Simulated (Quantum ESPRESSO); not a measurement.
**Sensitivity of a calculation on CaMnBi₂ (Pm, 8 atoms in the cell) to its settings**

```
CaMnBi2
1.0
    4.55050     0.00000     0.00000
    0.00000     4.53841     0.00000
   -0.00275     0.00000    10.95203
Ca Mn Bi
2 2 4
Direct
  0.24979   0.00000   0.26077
  0.75060   0.50000   0.73897
  0.24999   0.50000   0.00026
  0.74959   0.00000   0.00006
  0.73289   0.00000   0.49939
  0.26764   0.50000   0.50025
  0.24977   0.00000   0.84392
  0.74974   0.50000   0.15639
```
Moments meant for the start (each program seeds them in its own way; μB, in the order of the atoms Ca Ca Mn Mn Bi Bi Bi Bi): 0.0 0.0 4.0 4.0 0.0 0.0 0.0 0.0.

Base run A: PBEsol, SSSP 1.1.2 efficiency (PBE) pseudopotentials run with Quantum ESPRESSO, self-consistent single point.

Its settings: ecutwfc = 50 Ry; ecutrho = 400 Ry; occupations = smearing; smearing = gaussian; degauss = 0.0073499 Ry; nspin = 2; input_dft = pbesol; potentials = {Ca: Ca_pbe_v1.uspp.F.UPF, Mn: mn_pbe_v1.5.uspp.F.UPF, Bi: Bi_pbe_v1.uspp.F.UPF}; K_POINTS = automatic 4 4 2 0 0 0; conv_thr = 1e-10 Ry; mixing_beta = 0.3.

The starting cell comes from a database of computed structures (which also holds hypothetical and non-ambient phases and stackings), without a prior relaxation at this level. The magnetic order is the one reached from the typed start; others were not searched systematically. In the base run, with a pressure of about -3 GPa the cell is away from its equilibrium volume at this level. Without a gap this mesh is coarse (it stands for a supercell whose shortest vector is 18 Å).

ΔF is the free energy per atom less that of run A. 

Run A gave: pressure (GPa) -3.00; largest force (eV/Å) 0.227; size of the net moment (μB/atom) 0.96; k-points 18.

Runs:
- B: ecutwfc: 50 Ry → 30 Ry; ecutrho: 400 Ry → 240 Ry
- C: ecutrho: 400 Ry → 150 Ry
- D: K_POINTS: automatic 4 4 2 0 0 0 → automatic 2 2 1 0 0 0

Problem. What does run B change against A?

Solution. The free energy goes up by 97.4 meV/atom, the pressure goes from -3.00 to -6.98 GPa, the largest force goes from 0.227 to 0.219 eV/Å and the size of the net moment stays at 0.96 μB/atom.

```tsv
run	ΔF (meV/atom)	pressure (GPa)	largest force (eV/Å)	size of the net moment (μB/atom)	k-points
A	0.00	-3.00	0.227	0.96	18
B	97.4	-6.98	0.219	0.96	18
C	-0.83	-2.93	0.227	0.96	18
D	197.4	-1.96	2.013	0.99	4
```
